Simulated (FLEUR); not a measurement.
Worked example: self-consistent single point of SiSnPt₅ (P4/mmm, 7 atoms in the cell) in FLEUR.

Level of theory: LDA (Perdew-Zunger), all-electron FLAPW (FLEUR), scalar-relativistic valence.

The change in words: lattice scaled by 0.98. Reference geometry:
```
SiSnPt5
1.0
    4.04672     0.00000     0.00000
    0.00000     4.04672     0.00000
    0.00000     0.00000     7.15583
Si Sn Pt
1 1 5
Direct
  0.00000   0.00000   0.50000
  0.50000   0.50000   0.00000
  0.00000   0.50000   0.29555
  0.00000   0.50000   0.70445
  0.50000   0.00000   0.29555
  0.50000   0.00000   0.70445
  0.00000   0.00000   0.00000
```

Reference input (self-consistent single point, DFT, LDA (Perdew-Zunger), all-electron FLAPW (FLEUR), scalar-relativistic valence): Kmax = 4.6 1/bohr; GmaxXC = 13.8 1/bohr; xcFunctional = pz; jspins = 1; l_soc = F; mode = hist; fermiSmearingEnergy = 0.00183747 Htr; mesh (inpgen div1-3) = 5 5 3; inpgen gamma flag = false; Gmax = 13.8 1/bohr; numbands = 0; maxIterBroyd = 40. This run's input differs from it in these lines:

```diff
@@ -3,5 +3,5 @@
 &input film=f /
-7.6471887236 0.0000000000 0.0000000000
-0.0000000000 7.6471887236 0.0000000000
-0.0000000000 0.0000000000 13.5225588944
+7.4942456294 0.0000000000 0.0000000000
+0.0000000000 7.4942456294 0.0000000000
+0.0000000000 0.0000000000 13.2521069606
 1.0
@@ -49,5 +49,5 @@
          <bravaisMatrix>
-            <row-1>    7.6471887236000002     0.0000000000000000     0.0000000000000000</row-1>
-            <row-2>    0.0000000000000000     7.6471887236000002     0.0000000000000000</row-2>
-            <row-3>    0.0000000000000000     0.0000000000000000    13.5225588943999995</row-3>
+            <row-1>    7.4942456293999999     0.0000000000000000     0.0000000000000000</row-1>
+            <row-2>    0.0000000000000000     7.4942456293999999     0.0000000000000000</row-2>
+            <row-3>    0.0000000000000000     0.0000000000000000    13.2521069606000008</row-3>
          </bravaisMatrix>
```

Log, with long lists cut:

```
 Iteration:     1   Distance:      17.85990854 me/bohr^3
 Iteration:     2   Distance:      15.55747438 me/bohr^3
 Iteration:     3   Distance:       7.64479940 me/bohr^3
 Iteration:     4   Distance:       5.83465800 me/bohr^3
 Iteration:     5   Distance:       4.13587762 me/bohr^3
   [... 11 lines left out ...]
 Iteration:    17   Distance:       0.00006392 me/bohr^3
 Iteration:    18   Distance:       0.00006376 me/bohr^3
 Iteration:    19   Distance:       0.00001553 me/bohr^3
 Iteration:    20   Distance:       0.00000803 me/bohr^3
 Reset of history
 Run finished successfully
 Stop message:
   Structural relaxation: new displacements generated

[file out, last iteration]
             iter=     21
[...]
          total density-effective poten   -1.7270241152E+05
          total charge density-energy d   -1.9149388855E+03
 Updated energy parameters for spin:           1
[...]
 fermi energy and band-weighting factors:
   [... 7 lines left out ...]

[...]
FERMIE:
          first approx. to ef    (T=0)  :   0.490400 htr   (energy of the highest occ. eigenvalue)
          number of occ. states  (T=0)  :        587
          first approx. to seigv (T=0)  : -27.337093 htr
          sum of weights of occ. states :  49.000000
          sum of semicore charge        :   0.000000 e
FERHIS:  Fermi-Energy by histogram:
          bandgap                     :   0.001698 htr
   [... lines left out ...]
          charge neutrality (T=0)     :   0.000000    (zero if the highest occ. eigenvalue is "entirely" occupied)
     EF_NEWTON:  Adjust Fermi-Energy by Newton-Method.
 Direct bandgap for spin            1 :    2.2373042076354432E-002  Htr
 ---->    free energy=                    -98645.2998734800 htr
   [... lines left out ...]
 TOTAL FORCE FOR ATOM TYPE=  2  X=  3.747   Y=  3.747   Z=  0.000
                       FX_TOT= 0.000000 FY_TOT= 0.000000 FZ_TOT= 0.000000
 TOTAL FORCE FOR ATOM TYPE=  3  X=  0.000   Y=  3.747   Z=  3.917
                       FX_TOT= 0.000000 FY_TOT= 0.000000 FZ_TOT=-0.001051
 TOTAL FORCE FOR ATOM TYPE=  4  X=  0.000   Y=  0.000   Z=  0.000
                       FX_TOT= 0.000000 FY_TOT= 0.000000 FZ_TOT= 0.000000
```

The run converged in 20 iterations. FLEUR gives forces in its relaxation mode, with a further iteration, so its stop message speaks of a relaxation. Against the reference run the free energy goes down by 64.7 meV/atom.

The starting cell comes from a database of computed structures (which also holds hypothetical and non-ambient phases and stackings), without a prior relaxation at this level. Its lattice was rescaled by a random factor within 2.5 % of one. For this run, on top of that: lattice scaled by 0.98. Spin-orbit coupling is off. Spin polarisation is off. Values depend on the basis (sphere radii, cutoffs, local orbitals), which need not be converged. The log's line on a gap gives a spacing of levels on this mesh, which the program prints for metals too.

Cost on one core of a shared machine: roughly 4 min.
